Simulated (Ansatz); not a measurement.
We consider TiAl₃ (I4/mmm, No. 139), described by r²SCAN in Ansatz (plane waves, PAW).

Run with plane-wave cutoff 560 eV, 20×20×20 k mesh, Fermi–Dirac smearing 0.05 eV, no spin polarisation, scalar-relativistic PAW data made under PBE.

Properties against volume:

Shape and atoms are relaxed at each volume.

```
V (Å³/atom)  P (GPa)  c (Å)  a (Å)
-----------  -------  -----  -----
15.024          5.10  8.440  3.774
15.337          2.42  8.501  3.799
15.650          0.00  8.561  3.824
15.963         -2.20  8.621  3.849
16.276         -4.18  8.680  3.873
```

Note: the bulk modulus comes from volumes at which shape and atoms were relaxed.

Ansatz is a program for electronic structure.
